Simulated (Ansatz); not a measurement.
fcc (Cu type) Au, quasi-harmonic lattice dynamics with PBEsol density-functional theory in Ansatz (plane waves, PAW). Spin-orbit coupling is not included.

```
T (K)  α_L (10⁻⁶/K)  C_P (J/mol/K)  bulk modulus B_T (GPa)     γ
-----  ------------  -------------  ----------------------  ----
50              9.3           15.2              (withheld)  3.27
300      (withheld)           26.0                     155  3.35
400            18.4           26.9                     147  3.41
450            19.1           27.3                     143  3.44
550            20.7           28.2                     135  3.51
600            21.6           28.8                     131  3.55
650            22.6           29.3                     126  3.59
750            25.0           30.7                     117  3.68
```

### Question
Fill in the missing entries.

### Answer

- 50, bulk modulus B_T (GPa): 172
- 300, α_L (10⁻⁶/K): 17.1

Whether this phase is the stable one at each condition was not tested.

Ansatz is a program for electronic structure.
